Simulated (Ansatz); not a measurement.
For ScAl (Cmcm, No. 63, 4 atoms in the cell; start mp-999206), PBEsol in Ansatz (plane waves, PAW) gives:

- bulk modulus B0 = 76.5 GPa
- cohesive energy = 4.59 eV/atom

### Question
What does r²SCAN (Ansatz, a quantum-chemistry and plane-wave program, plane waves, PAW) give for the same quantities?

### Answer

- bulk modulus: 75.9 GPa (shrinks by 0.8 %)
- cohesive energy: 4.24 eV/atom (shrinks by 0.35 eV/atom)

Changes are worked out from the printed values.

Unless a cell is named, each level is at its own relaxed cell (PBEsol 19.65, r²SCAN 20.16 Å³/atom).

The crystal itself was run without spin with PBEsol, r²SCAN; a magnetic state was not tried in these runs.

Caveats: the bulk modulus is −V dP/dV from two relaxed cells at ±2 % in volume (PBEsol, r²SCAN); the relaxation could not lower the start's symmetry, so the cell can be a saddle point above a distorted one (PBEsol, r²SCAN). Ansatz's density-functional and Hartree–Fock values are scalar-relativistic unless marked +SOC, with PAW data made under PBE.

A start named mp-… is a Materials Project structure, which need not be a measured phase.
